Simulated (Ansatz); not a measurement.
A calculation on L1₂ (Cu3Au-type) Al3Sc returned lattice constant a 4.019 Å, bulk modulus 99.5 GPa, formation enthalpy -0.498 eV/atom.

For reference: lattice constant a 4.103 Å (measured, room temperature, not corrected to a static lattice; as tabulated in A Combined Experimental and First-Principles Based Assessment of …); bulk modulus 91.5 ± 1 GPa (measured, 298 K, not corrected to a static lattice, polycrystal; as tabulated in A Combined Experimental and First-Principles Based Assessment of …); formation enthalpy -0.451 ± 0.02 eV/atom (measured, 298 K, copied from a table, unchecked, not corrected to a static lattice; as tabulated in Wang et al. (2021), doi:10.1038/s41598-021-94550-5).

Task: Which level of theory produced these numbers?
A. PBE (Ansatz, a quantum-chemistry and plane-wave program)
B. r²SCANh (Ansatz)
C. PBEsol-D3(BJ) (Ansatz)
D. r²SCAN+rVV10 (Ansatz)

Result: C, PBEsol-D3(BJ) (Ansatz)

The others give: PBE 4.106 Å, 86.6 GPa, -0.454 eV/atom; r²SCAN+rVV10 4.080 Å, 95.1 GPa, -0.495 eV/atom; r²SCANh 4.083 Å, 95.8 GPa, -0.513 eV/atom.

Unless a cell is named, each level is at its own relaxed cell (PBE 17.30, PBEsol-D3(BJ) 16.23, r²SCAN+rVV10 16.98, r²SCANh 17.01 Å³/atom).

The crystal itself was run without spin with PBE, r²SCAN+rVV10, r²SCANh, PBEsol-D3(BJ); a magnetic state was not tried in these runs.

Ansatz's density-functional and Hartree–Fock values are scalar-relativistic unless marked +SOC, with PAW data made under PBE.
